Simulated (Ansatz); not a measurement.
## Ansatz run on a sheet of In (2 atoms in the cell): self-consistent single point

Level of theory: PBE (plane waves, PAW; Ansatz, a first-principles code).

This input was run:

Ansatz 0.2 input:
```yaml
# In
crystal:
  lattice:
    - [4.69427200, 0.00000000, 0.00000000]
    - [-2.34713500, 4.06535900, 0.00000000]
    - [0.00000000, 0.00000000, 14.00000000]
  atoms:
    - { symbol: In, position: [0.00000000, 0.00000000, 0.50000000] }
    - { symbol: In, position: [0.66666700, 0.33333300, 0.50000000] }
basis:
  ecutwfc: 420.0
kpoints:
  mp_grid: { grid: [11, 11, 1] }
hamiltonian:
  xc: pbe
  pseudopotentials: { kind: paw }
scf:
  occupations: { method: gaussian, width: 0.136 }
output:
  forces: true
  eigenvalues: true
  stress: true
```

Log, with long lists cut:

```
WARN the atoms were moved onto the symmetric positions of the space group found under crystal.symmetry.tolerance 1.0e-5 (fractional …
WARN ansatz: RAYON_NUM_THREADS=1 ignored (pool sized by the plan → 1); use --threads N
Pseudopotentials: kind: paw
Pseudopotential: In, paw, valence charge 13
Crystal: 2 atoms, lattice volume = 267.175 Å³
Basis set: ecut = 420 eV, 5213 PW (Γ), exchange–correlation on 64×64×192 points (8 copies of the dense FFT grid, shifted against one another)
Bands: 17, of which v1, the nominal top of the filled ones, is band 13 counted from 1 (12 counted from 0)
Symmetry: 24 space group operations
Space group: P6/mmm (ITA 191), of the structure as read, at distance tolerance 6.4e-5 Å
k-points: 16 of 121
Initial density: superposition of atomic densities (neutral atoms: chi_scale 0, normalization atom), corrected by the library's trained network
Initial wavefunctions: pseudopotential atomic-orbital guess
Eigensolver: davidson
Functional: x = pbe(κ = 0.804, μ = 0.2195149727645171), c = pbe(β = 0.06672455060314922)
SCF iter   1: F=—  HF=-11194.254916 eV  |F-HF|=—  |Δ(HF+E_count)|=         —  Δρ=9.40e-4  dr2=1.02e-2  ethr=1.77e-3  ⟨swp⟩=6.2  Hψ=1485  notcnv=0
all-band conjugate gradients solve this SCF's bands
preconditioner: auto → LDOS
SCF iter   2: F=—  HF=-11194.253039 eV  |F-HF|=—  |Δ(HF+E_count)|=   1.88e-3  Δρ=3.93e-4  dr2=6.77e-4  ethr=3.94e-5  ⟨swp⟩=2.0  Hψ=657  notcnv=0  defer=1
SCF iter   3: F=—  HF=-11194.253404 eV  |F-HF|=—  |Δ(HF+E_count)|=   3.65e-4  Δρ=1.56e-4  dr2=1.44e-4  ethr=2.61e-6  ⟨swp⟩=2.9  Hψ=507  notcnv=0  defer=1
SCF iter   4: F=—  HF=-11194.253398 eV  |F-HF|=—  |Δ(HF+E_count)|=   6.04e-6  Δρ=1.06e-4  dr2=2.28e-5  ethr=5.53e-7  ⟨swp⟩=2.0  Hψ=479  notcnv=0  defer=1
SCF iter   5: F=—  HF=-11194.253430 eV  |F-HF|=—  |Δ(HF+E_count)|=   3.20e-5  Δρ=1.60e-5  dr2=9.87e-7  ethr=8.75e-8  ⟨swp⟩=2.0  Hψ=470  notcnv=0  defer=1
SCF iter   6: F=-11194.253432 eV  HF=-11194.253432 eV  |F-HF|=1.37e-8  |Δ(HF+E_count)|=   1.67e-6  Δρ=2.21e-6  dr2=2.77e-8  ethr=3.85e-10  ⟨swp⟩=8.5  Hψ=1436  notcnv=0
SCF 1 converged in 6 iterations: F = -11194.253432 eV  dr2 = 2.77e-8
SCF converged after 6 iterations
Free energy (F): -11194.253432 eV
Harris-Foulkes:  -11194.253432 eV  (|F-HF|=1.37e-8)
Internal energy: -11194.236626 eV  (E = F + TS)
E sigma→0 (E₀):  -11194.245029 eV
Entropy (-TS):   -0.016806 eV (-8.403 meV/atom)
Fermi energy:    -1.234835 eV
--- Per-component energies (eV) ---
  E_band       = -342.728618
  E_kinetic    = 484.210731
  E_local      = -8097.935518  (includes V_loc(G=0)·N_el)
  E_nonlocal   = 731.398278
  E_hartree    = 3668.551822
  E_xc         = -431.067013
  E_vxc        = -198.692388  (∫ρ·V_xc dr)
  E_paw        = -8304.655733  (= ΣΔE_a)
  E_vpaw       = -598.801625  (= ΣTr[D̂ρ^β])
  E_aug_tail   = 0.000051  (compensation charges beyond the density's cutoff)
  E_ewald      = 755.260756
  E_smearing   = -0.016806  (= −TS)
  E_closure    = -0.000000  (closes the sum)
  Σ components = -11194.253432   (vs F -11194.253432, Δ=0.00e0)
--- Forces (eV/Å), atoms counted from 1 ---
  atom   1  In     0.00000000     0.00000000     0.00000000
  atom   2  In     0.00000000    -0.00000000     0.00000000
  max |Σ_I F_I| component: 3.70e-17 eV/Å
--- Stress (GPa, compression-positive) ---
        1.603854      -0.000000       0.000000
       -0.000000       1.603854       0.000000
        0.000000       0.000000       0.000434
  P = ⅓ Tr σ = 1.0694 GPa (10.694 kbar)
  The stress holds the Pulay correction. Without it, at fixed plane waves, as pw.x and ABINIT print it: P = 1.0601 GPa
--- Band table (eV; the first three rows and the last of 16) ---
  k-point 0: bands = ["-16.1217", "-15.9318", "-15.9318", "-15.9286", "-15.9286", "-15.5842", "-15.5842", "-15.5394", "-15.5394", "-15.5001", "-8.7552", "-2.1713", "0.0703", "0.0703", "0.5132", "1.8460", "2.9747"]
  k-point 1: bands = ["-16.1221", "-15.9668", "-15.9615", "-15.9321", "-15.9238", "-15.5577", "-15.5459", "-15.5435", "-15.5359", "-15.4933", "-8.6825", "-2.0928", "-1.0671", "-0.1247", "1.4713", "1.9183", "3.0473"]
  k-point 2: bands = ["-16.1302", "-16.0375", "-16.0143", "-15.9411", "-15.9100", "-15.5641", "-15.5378", "-15.5270", "-15.4571", "-15.4437", "-8.4646", "-2.3799", "-1.8605", "-0.5456", "1.8349", "2.1666", "3.2583"]
  k-point 15: bands = ["-16.3228", "-16.0868", "-16.0633", "-15.9896", "-15.7712", "-15.7162", "-15.4979", "-15.4819", "-15.4492", "-15.1044", "-6.4852", "-5.9513", "-2.9344", "0.1281", "0.6593", "3.5477", "4.3903"]
```

The run converged in 6 iterations.

The starting cell was generated: these elements placed on a structure prototype, without a prior relaxation; it need not be a known phase or ordering of this composition. Its lattice was rescaled in the plane by a random factor within 2.5 % of one.
